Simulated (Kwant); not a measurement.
Device: circular cavity between two wires in a GaN two-dimensional gas. Effective mass 0.22 mₑ, grid spacing 12 nm, hard walls, nominal width 150 nm (13 grid rows, so walls 168 nm apart), one parabolic valley, scattering region 1100 nm long along x; energies count from the band bottom; Fermi energy swept from 6.0773e-05 to 0.00091159 eV. Cavity of radius 230 nm, straight part 0 nm, centre moved sideways by 92 nm.

The device is made up for the run: typed textbook-type constants, with dimensions and the other settings drawn at random.

Computed with Kwant: effective-mass tight-binding model on a square grid, one spin, coherent transport at 0 K. Conductance is in e²/h.

How many channels do the leads carry at E = 0.347, 0.411, 0.454 meV?

The hard-wall thresholds are n² ħ²π²/(2mW²) = n² × 0.0606 meV with W = 168 nm. √(0.347/0.0606) = 2.39, so 2. √(0.411/0.0606) = 2.61, so 2. √(0.454/0.0606) = 2.74, so 2.
